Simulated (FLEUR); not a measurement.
Energy against c/a at fixed volume: hcp Be (space group 194) (FLEUR, LDA)

```yaml
crystal:
  lattice:
    - [2.26548, 0.00000, 0.00000]
    - [-1.13274, 1.96197, 0.00000]
    - [0.00000, 0.00000, 3.40001]
  atoms:
    - { symbol: Be, position: [0.66667, 0.33333, 0.75000] }
    - { symbol: Be, position: [0.33333, 0.66667, 0.25000] }
```

Computed with LDA (Perdew-Zunger), all-electron FLAPW (FLEUR), scalar-relativistic valence (FLEUR). Settings: Kmax = 4.79 1/bohr; GmaxXC = 16.8 1/bohr; xcFunctional = pz; jspins = 1; l_soc = F; mode = hist; fermiSmearingEnergy = 0.00183747 Htr; mesh (inpgen div1-3) = 34 34 18; inpgen gamma flag = true; Gmax = 16.8 1/bohr; numbands = 0; maxIterBroyd = 99; imix = Anderson; alpha = 0.05; precondParam = 0; minDistance = 1e-05 me/bohr^3. The cell above is the first row's. The rows change c/a at fixed volume. In all rows fractional positions and the k mesh are held. E is the free energy at the stated smearing, counted from the lowest row.

```
c/a     E (meV/atom)
------  ------------
1.5008         14.04
1.5164          8.83
1.5321          4.84
1.5477          2.05
1.5633          0.43
1.5790          0.00
1.5946          0.74
1.6102          2.63
1.6259             ?
```

### Question
Using a cubic, estimate the missing E at c/a = 1.6259 from the other rows, showing the fit.

### Answer
With u = c/a - 1.56, the rows have u = -0.05920, -0.04360, -0.02790, -0.01230, 0.00330, 0.01900, 0.03460, 0.05020. Least squares gives E = 0.677 - 81.25·u + 2414.2·u² - 418·u³. Residuals (row less fit): 0.005, -0.013, 0.008, 0.008, -0.005, -0.002, 0.001, 0.001; standard error 0.010 (degrees of freedom: 4). The fitted curve has its minimum at c/a = 1.58, where E = -0.01. To one more digit the minimum is at c/a = 1.577; the ideal close-packed ratio is 1.633. At the withheld row, u = 0.06590, so E = 0.677 - 81.25 × 0.06590 + 2414.2 × 0.06590² - 418 × 0.06590³ = 5.687 meV/atom. The calculation gives 5.61 meV/atom, 0.077 meV/atom below the prediction (0.5 % of the range of E in the table). The row lies outside the fitted rows, so this is an extrapolation. From the scatter of the fitted rows alone, a prediction at this place has a standard error of 0.025 meV/atom, so the miss is 3.0 times that.

Carrying the step between the two nearest rows on in a straight line would have given 4.53, off by 1.08; series whose last step already gives the withheld value aren't shown. The reference cell has the volume at which an earlier scan in this program and functional put its minimum by a fit (its basis settings may differ); axis ratios and inner coordinates come from a measured-size cell. The runs keep the symmetry of the cell, so they don't test it for distortions. The best c/a moves a little with volume. Values depend on the basis (sphere radii, cutoffs, local orbitals), which need not be converged. In metals such curves are sensitive to mesh and smearing. Cutoffs and mesh are single choices, not tested for convergence of this quantity. Series with a scatter that would blur these digits, or in which a gap closes, are not shown. Strain series were run only where this level's volume lies within 10 % of a first guess from the measured size.
